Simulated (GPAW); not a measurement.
## Refining one setting for Sr3Zn (Pm-3m, 4 atoms in the cell)

```
CELL_PARAMETERS angstrom
      5.46131     0.00000     0.00000
      0.00000     5.46131     0.00000
      0.00000     0.00000     5.46131
ATOMIC_POSITIONS crystal
  Sr 0.50000 0.00000 0.50000
  Sr 0.00000 0.50000 0.50000
  Sr 0.50000 0.50000 0.00000
  Zn 0.00000 0.00000 0.00000
```

Method: PBEsol, GPAW PAW datasets PBEsol (made by gpaw-setup) (plane waves; GPAW).

The starting cell comes from a database of computed structures (which also holds hypothetical and non-ambient phases and stackings), without a prior relaxation at this level. Its lattice was rescaled by a random factor within 2.5 % of one.

Held fixed: mode = pw; xc = PBEsol; kpts = 5 5 5; mesh shift (steps) = 0 0 0; occupations.name = fermi-dirac; occupations.width = 0.05 eV; nbands = -12; convergence.density = 1e-05 e/electron; convergence.energy = 1e-05 eV/electron; symmetry.symmorphic = false; symmetry.tolerance = 0.0005; maxiter = 100.

ΔF is the free energy per atom less that of the last row (1700 eV).

The series runs over ecut = 340 eV; 425 eV; 510 eV; 595 eV; 680 eV; 765 eV; 850 eV; 975 eV; 1105 eV; 1275 eV; 1490 eV; 1700 eV.

**Question.** From which setting on does the pressure stay within 0.05 GPa of the last one?

**Answer.** From ecut = 595 eV on; the one before it is off by 0.097 GPa. The value it settles on is -0.66 GPa at this level of theory and with the other settings as held.

**Question.** From which setting on does the energy stay within 5 meV/atom of the last one?

**Answer.** From ecut = 510 eV on; the one before it is off by 16 meV/atom.

```csv
ecut,ΔF (meV/atom),pressure (GPa),plane waves,iterations
340 eV,52.4,-1.28,2338,23
425 eV,15.7,-0.93,3257,26
510 eV,4.0,-0.76,4337,21
595 eV,0.78,-0.69,5388,27
680 eV,0.04,-0.67,6619,29
765 eV,-0.12,-0.66,7845,20
850 eV,-0.07,-0.66,9198,26
975 eV,-0.07,-0.66,11299,32
1105 eV,-0.05,-0.66,13613,19
1275 eV,-0.03,-0.67,16877,24
1490 eV,-0.01,-0.66,21299,25
1700 eV,0.00,-0.66,25978,22
```
